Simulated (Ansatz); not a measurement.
CaC6 (R-3m, No. 166, 7 atoms in the cell) was calculated with PBE-D3(BJ) (Ansatz, a program for electronic structure, PAW).

Settings: plane-wave cutoff 520 eV, 16×16×16 k mesh, Fermi–Dirac smearing 0.05 eV, scalar-relativistic PAW data made under PBE.

Energies at three volumes about the minimum:

```json
[
 {"V (Å³/atom)": "10.075", "E − E_lowest (meV/atom)": "1.52"},
 {"V (Å³/atom)": "10.281", "E − E_lowest (meV/atom)": "0.00"},
 {"V (Å³/atom)": "10.486", "E − E_lowest (meV/atom)": "1.36"}
]
```

Question: Fit a parabola by hand: where is the minimum, and what is the bulk modulus?

Answer: Slopes: (0.00 − 1.52)/(10.281 − 10.075) = -7.379 and (1.36 − 0.00)/(10.486 − 10.281) = 6.634 meV/Å³. Curvature E″ = 2 × (6.634 − (-7.379))/(10.486 − 10.075) = 68.190 meV/Å⁶. From the middle of the first interval, the slope vanishes at V0 = 10.1780 − (-7.379)/68.190 = 10.286 Å³/atom. B = V0 E″ = 10.286 × 68.190 meV/Å³ × 0.1602 GPa per meV/Å³ = 112 GPa. The full Birch–Murnaghan fit to all volumes gives V0 = 10.281 Å³/atom and B0 = 112 GPa.

Shape and atoms are relaxed at each volume.

Note: the relaxation could not lower the start's symmetry, so the cell can be a saddle point above a distorted one; the bulk modulus comes from volumes at which shape and atoms were relaxed.
